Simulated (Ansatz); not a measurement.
**By hand: formation energy of H_i in Cu (fcc, Fm-3m)**

Subject: the formation energy of H_i in Cu (fcc, Fm-3m). Reaction: 32 Cu (fcc) + 1/2 H2 (gas) → cell A.

A: a supercell of 32 sites of Cu (fcc, Fm-3m) with H off the lattice sites (6 Cu at 1.85 Å); spin state with PBE: run without spin.

Method: Ansatz (a quantum-chemistry and plane-wave program), PAW, neutral cells at 0 K with nuclei at rest, on structures from PBE. Ansatz runs with its PAW set soft_1. Other levels take these structures. The lattices are those relaxed with PBE, so at other levels the solids can be strained, which adds to the spread. Larger cells are relaxed from a start prepared with the learned potential CHGNet, on a coarser mesh till forces fall under 0.03 eV/Å, which some starts already meet. A dispersion term (D3(BJ), or D4 for r2SCAN) was computed beside these levels and is taken off wherever the name lacks it. Mesh and cell size may move defect energies by 0.1 eV or more. Cell A has symmetry Pm-3m and got no random move, so less symmetric positions, which may lie lower, weren't tried.

Total energies of the cells in eV, at zero smearing width. They compare only within one column; the weights balance every element.

```
cell       atoms  weight            PBE           RPBE
---------  -----  ------  -------------  -------------
A: Cu:H_i     33      +1  -212021.33440  -212187.34001
Cu (fcc)      32      −1  -212005.87089  -212171.93104
H2 (gas)       2    −1/2      -31.74397      -32.07063
```

PBE: (-212021.33440) − (-212005.87089) − 1/2 × (-31.74397) = 0.408 eV.

RPBE: (-212187.34001) − (-212171.93104) − 1/2 × (-32.07063) = 0.626 eV.
